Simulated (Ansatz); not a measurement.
## Response to strain in YB12

Take YB$_{12}$ (space group Fm-3m, No. 225; a = 7.457 Å) as the base. Axes: x, y, z lie along the cube axes.

Strains are applied to the cell and any free atomic positions relax.

Computed with PBEsol (Ansatz, a program for electronic structure, PAW, scalar-relativistic without spin-orbit coupling).

Notes on the quantities. energy relative to the base: free energy F; pressure: mean of the normal stresses, compression positive.

```csv
change,energy relative to the base,volume per atom,pressure,space group
base,0 meV/atom,7.98 Å³,0.0 GPa,Fm-3m (No. 225)
uniaxial strain ε_xx = +2.13 %,+4.8 meV/atom,8.15 Å³,-4.5 GPa,I4/mmm (No. 139)
tensor shear ε_xz = −0.91 %,+2.0 meV/atom,7.98 Å³,0.1 GPa,Immm (No. 71)
tensor shear ε_xz = +1.01 %,+2.5 meV/atom,7.97 Å³,0.1 GPa,Immm (No. 71)
```

Without a gap, meshes like the base's 9×9×9 leave anisotropic stresses uncertain by several tenths of a GPa, and small strain energies with them. Whether these cells are dynamically stable was not tested. All final runs are without spin polarisation. An odd electron count without spin: YB12.
